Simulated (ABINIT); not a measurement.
ABINIT run on C (P6_3/mmc, 4 atoms in the cell): relaxation of cell and atoms.

Method: PBE, PAW (JTH v2.0 PBE PAW) (plane waves; ABINIT).

The input file:

```
# C, JTH v2.0 PBE PAW
pp_dirpath "./"
pseudos "C.GGA_PBE-JTH.xml"
acell 4.6487262630 4.6487262630 12.6800622962
rprim
         0.5000000000   -0.8660254038    0.0000000000
         0.5000000000    0.8660254038    0.0000000000
         0.0000000000    0.0000000000    1.0000000000
natom 4
ntypat 1
znucl 6
typat 1 1 1 1
xred
         0.0000000000    0.0000000000    0.2500000000
         0.0000000000    0.0000000000    0.7500000000
         0.3333333333    0.6666666667    0.2500000000
         0.6666666667    0.3333333333    0.7500000000
ecut 42 Ry
pawecutdg 84 Ry
pawovlp -1
pawxcdev 0
ixc 11
occopt 7
tsmear 0.00499791
nband 13
kptopt 1
ngkpt 15 15 5
nshiftk 1
shiftk 0 0 0
nstep 50
tolvrs 1.0e-11
ionmov 22
ntime 40
tolmxf 1.0e-04
optcell 2
dilatmx 1.08
ecutsm 0.5
prtwf 0
prtden 0
enunit 2
```

Output, abridged:

```
  5.78109863944450E-28 -2.00263131338105E-28  1.43580030495612E-31
 -1.15621972788890E-28 -6.67543771127017E-29 -0.00000000000000E+00
 -5.78109863944450E-28  7.34298148239718E-28 -0.00000000000000E+00
 Gradient of E wrt nuclear positions in reduced coordinates (gred)
 -2.15411617852351E-27  1.61558713389263E-27  2.10362908058937E-30
   [... lines left out ...]
 Real space primitive translations (rprimd) [bohr]
  2.32883521895167E+00 -4.03366092175257E+00  0.00000000000000E+00
  2.32883521895167E+00  4.03366092175257E+00  0.00000000000000E+00
  0.00000000000000E+00  0.00000000000000E+00  1.46512650354511E+01
 Unitary Cell Volume (ucvol) [Bohr^3]=  2.75260103152498E+02
 Angles (23,13,12)= [degrees]
  9.00000000000000E+01  9.00000000000000E+01  1.20000000000892E+02
 Lengths [Bohr]
  4.65767043796611E+00  4.65767043796611E+00  1.46512650354511E+01
 Stress tensor in cartesian coordinates (strten) [Ha/bohr^3]
  8.54330654490986E-07  0.00000000000000E+00  0.00000000000000E+00
  0.00000000000000E+00  8.54330521676220E-07  0.00000000000000E+00
  0.00000000000000E+00  0.00000000000000E+00  1.26469039658230E-06
 Total energy (etotal) [Ha]= -2.29901425408025E+01

 Difference of energy with previous step (new-old):
           Absolute (Ha)=-6.53170E-05
           Relative     =-2.84109E-06
 fconv : at Broyd/MD step   7, gradients have not converged yet.
  max grad (force/stress) = 1.2647E-04 > tolmxf= 1.0000E-04 ha/bohr (free atoms)

--- !WARNING
src_file: m_precpred_1geo.F90
src_line: 219
message: |
    The new primitive vectors rprimd (an evolving quantity)
    are too large with respect to the old rprimd and the accompanying dilatmx:     1.080000E+00
    This large change of unit cell parameters is not allowed by the present value of dilatmx.
    An adequate value would have been dilatmx_new=     1.154010E+00
    Calculation continues with limited jump, by rescaling the projected move by the factor:     4.675019E-01.
...

--- !DilatmxError
src_file: m_precpred_1geo.F90
src_line: 247
mpi_rank: 0
message: |
    Dilatmx has been exceeded too many times (4)
    See the description of dilatmx and chkdilatmx input variables.
    Action: either first do a calculation with chkdilatmx=0, or
    restart your calculation with a larger dilatmx, or larger lattice vectors.
    Warning: With chkdilatmx = 0 the final computation of lattice parameters might be inaccurate.
...

 abinit_abort: decision taken to exit. Check above messages for more info
Abort(13) on node 0 (rank 0 in comm 0): application called MPI_Abort(MPI_COMM_WORLD, 13) - process 0
```

The program stopped with an error. 

The starting cell has typed, rounded lattice constants, without a prior relaxation at this level.

Cost on one core of a shared machine: roughly 4 min.
